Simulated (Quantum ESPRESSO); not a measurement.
Density of states of K (Im-3m, 1 atom in the cell).

```
K
1.0
    2.69756     2.69756     2.69756
   -2.69756     2.69756     2.69756
   -2.69756    -2.69756     2.69756
K
1
Direct
  0.00000   0.00000   0.00000
```

Level of theory: PBEsol, PseudoDojo standard norm-conserving (PBESOL) pseudopotentials (plane waves; Quantum ESPRESSO 7.5).

SCF settings: ecutwfc = 75 Ry; occupations = smearing; smearing = gauss; degauss = 0.0036749 Ry; potentials = {K: K.upf}; K_POINTS = automatic 11 11 11 0 0 0; conv_thr = 1e-10 Ry; mixing_beta = 0.5. Keys of the DOS step: nscf.calculation = nscf; nscf.occupations = tetrahedra_opt; nscf.nbnd = 11; nscf.startingwfc = random; nscf.diago_thr_init = 1e-06; nscf.K_POINTS = automatic 22 22 22 0 0 0; dos.x.fildos = dos.dat; dos.x.Emin = -15 eV; dos.x.Emax = 30 eV; dos.x.DeltaE = 0.1 eV.

The starting cell comes from a database of computed structures (which also holds hypothetical and non-ambient phases and stackings), without a prior relaxation at this level.

Total DOS (both spins), as means of the tabulated values in each energy bin; the zero is the program's Fermi level or highest filled level, and the curve is cut to this window:

```
E (eV) | states/eV/cell
    -7.75 |  0.00
    -7.25 |  0.00
    -6.75 |  0.00
    -6.25 |  0.00
    -5.75 |  0.00
    -5.25 |  0.00
    -4.75 |  0.00
    -4.25 |  0.00
    -3.75 |  0.00
    -3.25 |  0.00
    -2.75 |  0.00
    -2.25 |  0.00
    -1.75 | ##### 0.27
    -1.25 | ######## 0.45
    -0.75 | ########### 0.59
    -0.25 | ############# 0.74
     0.25 | ################ 0.90
     0.75 | #################### 1.11
     1.25 | ######################## 1.36
     1.75 | ############################ 1.55
     2.25 | ######################### 1.38
     2.75 | ############################## 1.68
```

Around zero the curve holds about 0.8 states/eV/cell.
